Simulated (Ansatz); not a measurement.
Start from Os in the fcc (Cu type) structure (space group Fm-3m, No. 225; a = 3.821 Å; relaxed with 0.1 eV smearing). Axes: x, y, z lie along the cube axes.

The values are results of PBEsol/PAW in Ansatz (a quantum-chemistry and plane-wave program), no SOC, not measurements.

It is then changed as follows: uniaxial strain ε_xx = +1.91 %, all other strain components held at zero; the atoms relax in the strained cell.

Predict the stress tensor and what it implies for the stiffness.

Stress of the strained cell less that of the base (GPa, compression positive):
```
  -11.8     0.0     0.0
    0.0    -5.5     0.0
    0.0     0.0    -5.5
```

Then −Δσ_ii/ε with ε = 0.0191 gives secant stiffness values (nonlinear terms included at this strain): C11 ≈ 618 GPa, C12 ≈ 288 GPa and C13 ≈ 288 GPa.

As a check, the harmonic strain energy −½ V₀ Δσ:ε is 9.8 meV/atom; the computed energy rise is 10 meV/atom.

Stability against distortions was not tested. All final runs are without spin polarisation. This is not the structure that Os has at room temperature and ambient pressure.
